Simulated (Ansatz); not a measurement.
The reference is Te (space group P3_121, No. 152; a = 4.317 Å, c = 5.955 Å; made of chains).

Perturbation: Se takes the place of Te on all its sites, then cell and atoms are relaxed.

Levels (all Ansatz, a program for electronic structure, PAW): PBEsol (420 eV, no SOC); r2SCAN (500 eV, without spin-orbit coupling); HSE06 (420 eV, no SOC).

At the geometry relaxed with PBEsol, these levels gave the following band gaps, in shuffled order: (a) 0.67 eV, (b) 0.40 eV, (c) 1.09 eV.

Match each gap to its level.

(a) r2SCAN; (b) PBEsol; (c) HSE06.

Single points use the geometry relaxed with PBEsol. HSE06 gaps are upper bounds (no full band path). Stability against distortions was not tested. No dispersion term is included in the PBEsol runs.
